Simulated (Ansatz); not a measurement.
Reference: InP (F-43m), PBEsol with spin-orbit coupling, rigid bands (plane waves, PAW; Ansatz, a first-principles code); axes and stresses refer to this cell.

```xyz
2
Lattice="0.0000 2.9392 2.9392 2.9392 0.0000 2.9392 2.9392 2.9392 0.0000" Properties=species:S:1:pos:R:3 pbc="T T T"
In     0.0000     0.0000     0.0000
P      1.4696     1.4696     1.4696
```

The hole conductivity mass is 0.56 mₑ and the Seebeck coefficient, p-type 1e19 cm⁻³ is 317 μV/K. The band gap is 0.54 eV.

```csv
Change,hole conductivity mass,"Seebeck coefficient, p-type 1e19 cm⁻³",band gap
biaxial stress xx = yy = -1 GPa (compression positive),?,256 μV/K,0.43 eV
biaxial stress xx = yy = -2 GPa (compression positive),?,205 μV/K,?
biaxial stress xx = yy = 1 GPa (compression positive),0.47 mₑ,291 μV/K,?
```

**Question.** Complete the blanks.

**Answer.** 
- biaxial stress xx = yy = -1 GPa (compression positive), hole conductivity mass: 0.40 mₑ
- biaxial stress xx = yy = -2 GPa (compression positive), hole conductivity mass: 0.25 mₑ
- biaxial stress xx = yy = -2 GPa (compression positive), band gap: 0.30 eV
- biaxial stress xx = yy = 1 GPa (compression positive), band gap: 0.56 eV

Masses are for dilute carriers at 300 K, harmonic means over directions unless an axis is named. Seebeck coefficients are for the stated density at 300 K, with one relaxation time for all states and whether or not that doping can be reached. Stresses and pressures are the targets of the relaxation.  The structure type is held under load, also where the real crystal would transform.
